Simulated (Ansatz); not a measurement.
Point defect N on the C site (N_C) in 6H silicon carbide

Level of theory: PBE, PAW (plane waves to 420 eV; Ansatz, a quantum-chemistry and plane-wave program). The supercell holds 144 host sites (3×2×1 repeats of a cell of 24 atoms), with a 2×2×1 shifted k-point sampling for the final energies. Site at the start: the C(k2) site. Finite-size correction: monopole term and site-potential alignment. Dielectric constants: PBE linear response of the host. Host gap at this level: 2.01 eV. Finite-size and sampling errors can reach tenths of an eV here. PBE underestimates the host's gap, which shifts levels and can delocalise carriers. Spin–orbit coupling is left out. Each state is the lowest found from its start.

Formation energies E_f are given with the Fermi level at the valence-band maximum. Chemical conditions: C-rich (Δμ(C) = 0.00 eV, Δμ(N) = -1.55 eV, bounded by beta Si3N4; only phases computed here count, gases as isolated molecules at 0 K); Si-rich (Δμ(C) = -0.41 eV, Δμ(N) = -1.86 eV, bounded by beta Si3N4; only phases computed here count, gases as isolated molecules at 0 K). Reference phases: C: graphite, N: N2 molecule in a box.

Charges with a result: +1, 0, −1. Others weren't obtained, and one of them could lie lower, also by skipping a charge.

```json
[
 {"charge": "+1", "moment (μB)": "not spin-polarised", "largest move off a lattice site (Å)": "0.03", "image correction with alignment (eV)": "0.15", "E_f, C-rich (eV)": "-0.46", "E_f, Si-rich (eV)": "-0.57"},
 {"charge": "0*", "moment (μB)": "1.0", "largest move off a lattice site (Å)": "0.04", "image correction with alignment (eV)": "–", "E_f, C-rich (eV)": "–", "E_f, Si-rich (eV)": "–"},
 {"charge": "−1*", "moment (μB)": "not spin-polarised", "largest move off a lattice site (Å)": "0.04", "image correction with alignment (eV)": "–", "E_f, C-rich (eV)": "–", "E_f, Si-rich (eV)": "–"}
]
```

* At this level the carrier isn't localised at the defect: at charge 0 electrons occupy the conduction band; at charge −1 electrons occupy the conduction band. Such a state is shallow or no state of the defect, and this cell gives it no level.

No other site or start that was run ended lower by more than 0.1 eV.

Flagged in the runs: a doubtful potential alignment, a host whose relaxation on this sampling wasn't shown to rest.
